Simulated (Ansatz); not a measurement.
BaHCl (space group P4/nmm, No. 129)

```yaml
crystal:
  lattice:
    - [4.40020, 0.00000, 0.00000]
    - [0.00000, 4.40020, 0.00000]
    - [0.00000, 0.00000, 7.23717]
  atoms:
    - { symbol: Ba, position: [0.00000, 0.50000, 0.79247] }
    - { symbol: Ba, position: [0.50000, 0.00000, 0.20753] }
    - { symbol: H, position: [0.50000, 0.50000, 0.00000] }
    - { symbol: H, position: [0.00000, 0.00000, 0.00000] }
    - { symbol: Cl, position: [0.50000, 0.00000, 0.65377] }
    - { symbol: Cl, position: [0.00000, 0.50000, 0.34623] }
```

All numbers come from Ansatz (an electronic-structure program), r2SCAN, PAW, cutoff 500 eV, scalar-relativistic without spin-orbit coupling. Γ-centred 8×8×5 mesh, Fermi–Dirac width 0.05 eV.

```json
{
  "volume_per_atom": "23.35 Å³",
  "density": "4.12 g/cm³",
  "band_gap": "3.79 eV, direct at Z",
  "electron_mass": "0.78 mₑ along k, 0.47 mₑ across",
  "total_energy": "-2356.500 eV/atom (σ→0; compares only within this code and set-up)"
}
```

Effective masses come from finite differences of ±0.01 Å⁻¹. Along k means along the line from Γ to the band edge. Semilocal Kohn–Sham gaps tend to fall short of experiment. Whether these cells are dynamically stable was not tested.
